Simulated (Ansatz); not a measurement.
Given:

End structure of a constructed model of the (111)A surface of 3C silicon carbide, Si-terminated, (√3x√3)R30° Sb adatom at H3 (bottom of the slab: 3 H on 3 bottom sites):

```
CELL_PARAMETERS angstrom
      4.64569     2.68219     0.00000
     -4.64569     2.68219     0.00000
      0.00000     0.00000    27.50000
ATOMIC_POSITIONS crystal
  C  0.00000 0.00000 0.33680
  C  0.33333 0.66667 0.33680
  C  0.66667 0.33333 0.33680
  Si 0.00000 0.33333 0.35979
  Si 0.33333 0.00000 0.35979
  Si 0.66667 0.66667 0.35979
  C  0.00000 0.33399 0.42863
  C  0.33268 0.99935 0.42863
  C  0.66732 0.66667 0.42863
  Si 0.00000 0.66667 0.45223
  Si 0.33333 0.33333 0.45132
  Si 0.66667 0.00000 0.45132
  C  0.00000 0.66667 0.52212
  C  0.33333 0.33333 0.51988
  C  0.66667 0.00000 0.51988
  Si 0.00000 0.00546 0.54357
  Si 0.33880 0.66667 0.54357
  Si 0.66120 0.32787 0.54357
  C  0.00000 0.01051 0.61263
  C  0.34384 0.66667 0.61263
  C  0.65616 0.32283 0.61263
  Si 0.00000 0.34847 0.63626
  Si 0.31819 0.98486 0.63626
  Si 0.68181 0.66667 0.63626
  H  0.00000 0.00070 0.29668
  H  0.33404 0.66667 0.29668
  H  0.66596 0.33263 0.29668
  Sb 0.00000 0.66667 0.71407
```

Set-up: 28 atoms, 11.2 Å thick at the start with caps and adatoms (thin: gaps and levels are the slab's own); mesh 6x6x1; 0.025 eV smearing; dipole correction on; single point; on the structure that PBE left under its start's symmetry; no spin, no spin-orbit, no U. In PBE it lies 0.11 eV a 1x1 cell over the lowest computed structure of the same composition ((√3x√3)R30° Sb adatom at T4).

Q: What highest filled level below the top vacuum level does r2SCAN, at the PBE geometry run with Ansatz (a quantum-chemistry and plane-wave program) give?

A: 5.66 eV

Q: Give the gap of the slab on its k-mesh at the level r2SCAN, at the PBE geometry.

A: 1.64 eV
